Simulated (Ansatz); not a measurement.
Worked example: self-consistent single point of a (110) slab of Ta (cut from a parent of space group no. 229; 6 atoms in the cell) in Ansatz (a first-principles code).

Level of theory: PBEsol, default PAW files made with PBE (plane waves; Ansatz).

The change in words: vacuum of 6 angstrom (first run: 12 Å). Reference geometry:
```xyz
6
Lattice="3.3916 0.0000 0.0000 0.0000 4.7965 0.0000 0.0000 0.0000 16.6808" Properties=species:S:1:pos:R:3 pbc="T T T"
Ta     0.0000     3.5973     6.0000
Ta     1.6958     1.1991     6.0000
Ta     0.0000     1.1991     8.3404
Ta     1.6958     3.5973     8.3404
Ta     0.0000     3.5973    10.6808
Ta     1.6958     1.1991    10.6808
```

Reference input (self-consistent single point, DFT, PBEsol, plane waves, default PAW files made with PBE): basis.ecutwfc = 420 eV; kpoints.mp_grid.grid = 8 6 1; hamiltonian.xc = pbesol; hamiltonian.pseudopotentials = {kind: paw} (the program's default PAW files); scf.occupations.method = gaussian; scf.occupations.width = 0.1 eV; efield.axis = 3; efield.dipole_correction = true. This run's input differs from it in these lines:

Ansatz 0.2 input:
```diff
@@ -4,10 +4,10 @@
     - [0.00000000, 4.79646600, 0.00000000]
-    - [0.00000000, 0.00000000, 16.68080000]
+    - [0.00000000, 0.00000000, 10.68079900]
   atoms:
-    - { symbol: Ta, position: [0.00000000, 0.75000000, 0.35969500] }
-    - { symbol: Ta, position: [0.50000000, 0.25000000, 0.35969500] }
+    - { symbol: Ta, position: [0.00000000, 0.75000000, 0.28087800] }
+    - { symbol: Ta, position: [0.50000000, 0.25000000, 0.28087800] }
     - { symbol: Ta, position: [0.00000000, 0.25000000, 0.50000000] }
     - { symbol: Ta, position: [0.50000000, 0.75000000, 0.50000000] }
-    - { symbol: Ta, position: [0.00000000, 0.75000000, 0.64030500] }
-    - { symbol: Ta, position: [0.50000000, 0.25000000, 0.64030500] }
+    - { symbol: Ta, position: [0.00000000, 0.75000000, 0.71912200] }
+    - { symbol: Ta, position: [0.50000000, 0.25000000, 0.71912200] }
 basis:
```

Log, with long lists cut:

```
SCF iter   1: F=—  HF=-58833.078350 eV  |F-HF|=—  |Δ(HF+E_count)|=         —  Δρ=5.08e-3  dr2=2.19e-1  ethr=1.77e-3  p=0.000 e·Å  D=5.57e-14 V/Å  ΔV_dip=-0.00 eV  dr2_dipole=4.92e-7  V_vac-E_F(+/−)=3.69/4.06 eV  ⟨swp⟩=8.2  Hψ=4134  notcnv=0
all-band conjugate gradients solve this SCF's bands
efield: sawtooth ramp at fractional position 0.9500 (placed from the atoms, in the widest stretch of the axis that holds none …
   [... lines left out ...]
WARN: efield: at this solve's end the planar-averaged density reaches 5.15e-2 e/Å³ inside the ramp window [0.8564, 0.1436] (bound 1e-5 e/Å³) …
SCF 1 converged in 7 iterations: F = -58833.062435 eV  dr2 = 1.37e-8
Free energy (F): -58833.062435 eV
Internal energy: -58833.016567 eV  (E = F + TS)
E sigma→0 (E₀):  -58833.039501 eV
Entropy (-TS):   -0.045868 eV (-7.645 meV/atom)
Fermi energy:    10.171830 eV
Dipole field:    D = -0.000001 V/Å  (p = -0.000001 e·Å, saw-weighted, corrected)
Work function:   Φ+ = withheld (plateau slope 5.4e0 eV/Å)   Φ− = withheld (plateau slope 4.0e0 eV/Å)
Levels:          The Fermi level and band energies are counted from a zero that moves with the ramp; work functions are not
Vacuum region:   at the solve's end the planar-averaged density reaches 5.15e-2 e/Å³ inside the ramp window [0.8564, 0.1436] (bound 1e-5 e/Å³)
--- Forces (eV/Å), atoms counted from 1 ---
  atom   1  Ta     0.00000000     0.00000000     1.03930742
  atom   2  Ta     0.00000000     0.00000000     1.03930742
  atom   3  Ta     0.00000000     0.00000000     0.00000423
  atom   4  Ta     0.00000000     0.00000000     0.00000423
  atom   5  Ta     0.00000000    -0.00000000    -1.03931269
  atom   6  Ta     0.00000000    -0.00000000    -1.03931269
```

The run converged in 7 iterations. Against the reference run the free energy goes down by 21.9 meV/atom and the largest force goes from 1.124 to 1.039 eV/Å.

The starting cell comes from a database of computed structures (which also holds hypothetical and non-ambient phases and stackings), without a prior relaxation at this level. The slab is cut from that crystal, and its faces are unrelaxed. Its lattice was rescaled in the plane by a random factor within 2.5 % of one. Spin polarisation is off. Forces in this geometry exceed 1 eV/Å.
